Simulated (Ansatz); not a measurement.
The parent structure is AlN in the wurtzite structure (space group P6_3mc, No. 186; a = 3.089 Å, c = 4.943 Å). Axes: x lies along a and z along c of the hexagonal cell.

Level of theory: DFT with LDA, PAW potentials and a 420 eV plane-wave cutoff in Ansatz (a quantum-chemistry and plane-wave program), spin-orbit coupling left out.

The change: the cell is scaled by 0.9820 in all directions, atoms relaxed at fixed cell.

Problem. Predict the stress tensor and what it implies for the stiffness.

Solution. Stress of the strained cell less that of the base (GPa, compression positive):
```
  13.16    0.00    0.00
   0.00   13.16    0.00
   0.00    0.00   11.95
```

Then B = −ΔP/(ΔV/V₀) with ΔV/V₀ = -0.0530 gives secant stiffness values (nonlinear terms included at this strain): B (at held cell shape, above the free-shape value) ≈ 241 GPa.

As a check, the harmonic strain energy −½ V₀ Δσ:ε is 22 meV/atom; the computed energy rise is 21 meV/atom.

Stability against distortions was not tested.
